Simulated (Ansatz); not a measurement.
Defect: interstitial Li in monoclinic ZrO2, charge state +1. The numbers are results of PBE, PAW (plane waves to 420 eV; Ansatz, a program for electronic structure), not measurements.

96-site cell at the relaxed PBE lattice, the Γ point alone, smearing 0.01 eV, spin-restricted, no finite-size correction. Energies are static. The charge state is imposed; whether it is stable for some Fermi level was not computed. Sites that were not tried may lie lower.

Barriers: single points on a 2×2×2 k-point mesh shifted by half a step at the bands' geometries.

The step: Li moves alone to another site; the atom moves 3.39 Å along (0.00, 0.39, 0.50) of the unit cell; the moving atom starts with neighbours O at 1.81, O at 1.88, O at 2.07, O at 2.18, O at 2.25 Å and ends with O at 1.81, O at 1.88, O at 2.07, O at 2.18, O at 2.25 Å.

What migration barrier of this step does PBE, PAW give?

1.07 eV, the same both ways. At the saddle the moving atom has neighbours O at 1.71, O at 1.74, O at 1.76, O at 2.06 Å. The saddle point's order was not checked.
